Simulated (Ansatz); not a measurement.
Hypothetical CsCl type MnS: pressure series

The reference is MnS in the CsCl type structure (space group Pm-3m, No. 221; ferromagnetic; a hypothetical phase, not in the database extracts checked).

```
MnS
1.0
    3.23287     0.00000     0.00000
    0.00000     3.23287     0.00000
    0.00000     0.00000     3.23287
Mn S
1 1
Cartesian
  0.00000   0.00000   0.00000
  1.61644   1.61644   1.61644
```

Cell and atoms are relaxed at each pressure.

All numbers come from r2SCAN in Ansatz (plane waves to 500 eV, PAW, scalar-relativistic without spin-orbit coupling).

Two rows of this table had their results exchanged by mistake.

```json
[
 {"pressure": "pressure −2 GPa", "volume per atom (Å³)": "17.34", "shortest distance (Å)": "2.824", "band gap": "zero"},
 {"pressure": "pressure −1 GPa", "volume per atom (Å³)": "17.11", "shortest distance (Å)": "2.812", "band gap": "zero"},
 {"pressure": "pressure 1.8 GPa", "volume per atom (Å³)": "16.53", "shortest distance (Å)": "2.779", "band gap": "zero"},
 {"pressure": "pressure 4.2 GPa", "volume per atom (Å³)": "16.07", "shortest distance (Å)": "2.753", "band gap": "zero"},
 {"pressure": "pressure 9 GPa", "volume per atom (Å³)": "10.74", "shortest distance (Å)": "2.407", "band gap": "zero"},
 {"pressure": "pressure 18 GPa", "volume per atom (Å³)": "12.15", "shortest distance (Å)": "2.508", "band gap": "zero"},
 {"pressure": "pressure 30 GPa", "volume per atom (Å³)": "11.44", "shortest distance (Å)": "2.458", "band gap": "zero"},
 {"pressure": "pressure 45 GPa", "volume per atom (Å³)": "15.26", "shortest distance (Å)": "2.706", "band gap": "zero"},
 {"pressure": "pressure 60 GPa", "volume per atom (Å³)": "9.13", "shortest distance (Å)": "2.280", "band gap": "zero"}
]
```

Question: Which two?

Answer: The rows for pressure 9 GPa and pressure 45 GPa: the volume has to fall steadily with pressure, so 15.26 Å³ belongs to pressure 9 GPa and 10.74 Å³ to pressure 45 GPa.

Other magnetic orders, which the real material may have, were not ruled out. Load acts through the strain it causes; cell and atoms are relaxed under it. No phonon test of stability was made. No other phases were tried under pressure. Starting moments died away, wholly or in part, for pressure 18 GPa, pressure 30 GPa, pressure 45 GPa and pressure 60 GPa; another magnetic solution may exist.

Ansatz is a program for electronic structure.
